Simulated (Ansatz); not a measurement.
For SnO (model structure, F-43m, No. 216, 2 atoms in the cell), LDA in Ansatz (plane waves, PAW) gives:

```
Item                        Value
-------------------  ------------
lattice parameter a       5.321 Å
cohesive energy      4.87 eV/atom
```

Task: What does r²SCAN+rVV10 in Ansatz (PAW) give for the same quantities?

Result: 
- lattice constant a: 5.379 Å (grows by 1.1 %)
- cohesive energy: 3.93 eV/atom (falls by 0.94 eV/atom)

Changes are worked out from the printed values.

Unless a cell is named, each level is at its own relaxed cell (LDA 18.83, r²SCAN+rVV10 19.45 Å³/atom).

Levels without +SOC leave out spin–orbit coupling, which shifts energies and cells of such heavy elements.

Ansatz's density-functional and Hartree–Fock values are scalar-relativistic unless marked +SOC, with PAW data made under PBE.

A model structure was made by putting elements into a prototype or built by hand; it is no filed structure, need not be a known phase, and can be a saddle point held by its symmetry.

Ansatz is a program for electronic structure.
